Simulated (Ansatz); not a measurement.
Adsorption energy and surface dipole of H on the 1x1 (111) surface of fcc Rh, one in a 2x2 cell, started at the site 'hollow Rh-Rh-Rh over Rh at depth 2.2 Å', worked from the runs' numbers; total energies count from the potentials' own zero.

All values below come from RPBE, at the PBE geometry (plane waves to 420 eV, PAW; Ansatz, a quantum-chemistry and plane-wave program).

Slab: 17 atoms, 6.5 Å thick at the start under the adsorbate (thin: gaps and levels are the slab's own); k 6x6x1, smearing 0.1 eV, dipole-corrected; single point; on the structure that PBE left under its start's symmetry; no spin, no spin-orbit, no U, no dispersion correction. At the end it is bonded to 3 Rh. In PBE it is, or lies within 0.03 eV of, the lowest of the starts that converged; the order may differ at this level.

```tsv
quantity	value
slab with the adsorbate	-102576.536 eV
clean slab, same cell and mesh	-102560.147 eV
reference, ½ H2(g)	-16.036 eV
area of the cell	25.41 Å²
change of the step from the bottom to the top vacuum level	0.072 eV
```

Question: What is the adsorption energy against this reference?

Answer: E(slab + adsorbate) − E(slab) − E(reference) = -0.35 eV, so in this state the adsorbate is more stable than in the reference, at a coverage of 3.94 a nm².
